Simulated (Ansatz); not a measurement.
# What O → N does to La2O3

Base system: La₂O₃ (space group P-3m1, No. 164; a = 3.906 Å, c = 6.039 Å).

Perturbation: full substitution O → N; the structure is relaxed again.

All numbers come from PBEsol (Ansatz, a first-principles code), scalar-relativistic without spin-orbit coupling, earlier PAW set. k-mesh 13×13×8 (Γ-centred); smearing 0.05 eV (Fermi–Dirac), for the changed cell.

```json
{
  "volume_per_atom": "16.76 Å³ (base 15.96 Å³)",
  "density": "6.34 g/cm³ (base 6.78 g/cm³)",
  "lattice_parameter_a": "4.064 Å (base 3.906 Å)",
  "c/a ratio": "1.442 (base 1.546)",
  "space_group": "P-3m1 (No. 164) (base P-3m1 (No. 164))",
  "band_gap": "zero (base 3.77 eV)",
  "magnetic_state": "ferromagnetic (base not spin-polarised)"
}
```

Final structure:

```xyz
5
Lattice="4.0639 0.0000 0.0000 -2.0320 3.5194 0.0000 0.0000 0.0000 5.8606" Properties=species:S:1:pos:R:3 pbc="T T T"
La     0.0000     2.3463     1.4220
La     2.0320     1.1731     4.4386
N      0.0000     0.0000     0.0000
N      0.0000     2.3463     3.8856
N      2.0320     1.1731     1.9750
```

Other magnetic orders, which the real material may have, were not ruled out. Whether these cells are dynamically stable was not tested. As relaxed here, La2N3 is a hypothetical phase, not in the database extracts checked.
